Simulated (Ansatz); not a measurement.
Cu, response to strain

Base system: Cu in the fcc (Cu type) structure (space group Fm-3m, No. 225; a = 3.5638 Å). Axes: x, y, z lie along the cube axes.

Strains are applied to the cell and any free atomic positions relax; under biaxial strain the out-of-plane vector relaxes too.

Level of theory: Kohn–Sham DFT with the PBEsol functional, run in Ansatz (a program for electronic structure) with PAW and 420 eV plane waves, spin-orbit coupling left out.

Notes on the quantities. pressure: mean of the normal stresses, compression positive; energy relative to the base: free energy F.

| variant | pressure | space group | energy relative to the base | shortest interatomic distance |
|---|---|---|---|---|
| base | 0.0 GPa | Fm-3m (No. 225) | 0 meV/atom | 2.520 Å |
| biaxial strain −1.00 %, plane normal [001], relaxed out of plane | 1.1 GPa | I4/mmm (No. 139) | +1.2 meV/atom | 2.495 Å |
| biaxial strain −3.29 %, plane normal [111], relaxed out of plane | 9.0 GPa | R-3m (No. 166) | +29 meV/atom | 2.437 Å |
| biaxial strain −0.98 %, plane normal [111], relaxed out of plane | 2.4 GPa | R-3m (No. 166) | +2.4 meV/atom | 2.495 Å |
| isotropic strain −0.74 % | 4.0 GPa | Fm-3m (No. 225) | +3.0 meV/atom | 2.501 Å |
| isotropic strain +3.89 % | -14.5 GPa | Fm-3m (No. 225) | +70 meV/atom | 2.618 Å |
| uniaxial strain ε_xx = −1.50 % | 2.7 GPa | I4/mmm (No. 139) | +1.7 meV/atom | 2.501 Å |
| uniaxial strain ε_zz = −2.20 % | 4.0 GPa | I4/mmm (No. 139) | +3.8 meV/atom | 2.492 Å |
| uniaxial strain ε_zz = −0.54 % | 0.9 GPa | I4/mmm (No. 139) | +0.2 meV/atom | 2.513 Å |
| tensor shear ε_xz = −1.91 % | 0.3 GPa | Immm (No. 71) | +5.3 meV/atom | 2.472 Å |

Without a gap, meshes like the base's 22×22×22 leave anisotropic stresses uncertain by several tenths of a GPa, and small strain energies with them. No phonon test of stability was made. The final runs are not spin-polarised.
